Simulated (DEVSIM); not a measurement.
Device: Schottky contact on n-type InP, at 400 K.

```csv
layer (left to right),material,thickness (μm),Nd (cm⁻³),τn (s),τp (s)
1,InP,0.580,4.1e15,6.1e-9,6.1e-9
```

Left contact: Schottky, work function 4.85 eV, emission velocity 3.2e6 cm/s. Right contact: ohmic. Voltage is applied to the left contact. Recombination: SRH at mid-gap, radiative. Mobility is μmin + (μ − μmin)/(1 + (N/Nref)^α).

This is a model device: material constants are rounded textbook-type values typed into the input, and sizes, dopings and lifetimes were drawn at random. Values at 300 K; Nc and Nv go as T^1.5, mobilities as T to minus their exponent, the gap by Varshni's rule with the affinity fixed. The table also holds parameters that only a changed run uses.

```
parameter              InP
----------------  --------
gap (eV)             1.344
affinity (eV)         4.38
permittivity          12.5
Nc (cm⁻³)           5.7e17
Nv (cm⁻³)           1.1e19
μn (cm²/Vs)           5200
μp (cm²/Vs)            170
μn,min                 400
μp,min                  10
Nref,n                3e17
Nref,p              4.9e17
αn                    0.47
αp                    0.62
T exponent of μn         2
T exponent of μp         2
B (cm³/s)          1.2e-10
Cn (cm⁶/s)           9e-31
Cp (cm⁶/s)           9e-31
Varshni α (eV/K)  0.000363
Varshni β (K)          162
```

Simulated with DEVSIM: 1D drift-diffusion, Boltzmann statistics, complete ionisation; no tunnelling, impact ionisation, image-force lowering or self-heating. Metal contacts follow the ideal Schottky-Mott rule: no Fermi-level pinning, no interface dipoles.

Base results: largest field in the device at zero bias (V/cm) 17000; dark forward voltage at 100 A/cm² (V) 0.189; potential step across the device at zero bias (V) 0.285.

Task: What follows from this one change: doping Nd of layer 1 4.1e+15 → 4.1e+16 cm^-3?

Result: largest field in the device at zero bias 17000 → 62000 V/cm; dark forward voltage at 100 A/cm² 0.189 → 0.182 V; potential step across the device at zero bias 0.285 → 0.364 V.

Task: What follows from this one change: thickness of layer 1 0.58 → 0.2 μm?

Result: largest field in the device at zero bias 17000 → 20000 V/cm; dark forward voltage at 100 A/cm² little changed (0.186 V); potential step across the device at zero bias little changed (0.285 V).

Task: What follows from this one change: metal work function 4.85 → 4.75 eV?

Result: largest field in the device at zero bias 17000 → 13000 V/cm; dark forward voltage at 100 A/cm² 0.189 → 0.092 V; potential step across the device at zero bias 0.285 → 0.185 V.

Task: What follows from this one change: metal work function 4.85 → 4.8 eV?

Result: largest field in the device at zero bias 17000 → 15000 V/cm; dark forward voltage at 100 A/cm² 0.189 → 0.139 V; potential step across the device at zero bias 0.285 → 0.235 V.

Task: What follows from this one change: temperature 400 → 500 K?

Result: largest field in the device at zero bias 17000 → 15000 V/cm; dark forward voltage at 100 A/cm² 0.189 → 0.111 V; potential step across the device at zero bias 0.285 → 0.224 V.
